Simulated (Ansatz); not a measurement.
**Pressure series in BAs**

Consider BAs in the zinc blende structure (space group F-43m, No. 216; a = 4.7839 Å).

Cell and atoms are relaxed at each pressure.

The values are results of plane-wave PAW DFT at the r2SCAN level (Ansatz, a first-principles code, 500 eV), scalar-relativistic without spin-orbit coupling, not measurements.

Candidates:
(a) pressure 30 GPa
(b) pressure 9 GPa
(c) pressure 4.5 GPa

Base values:

The band gap comes out as 1.38 eV.

**Question.** Order them by band gap, lowest first.

**Answer.** (a) pressure 30 GPa (1.20 eV), (b) pressure 9 GPa (1.32 eV), (c) pressure 4.5 GPa (1.35 eV)

Load acts through the strain it causes; cell and atoms are relaxed under it. Stability against distortions was not tested. No other phases were tried under pressure.
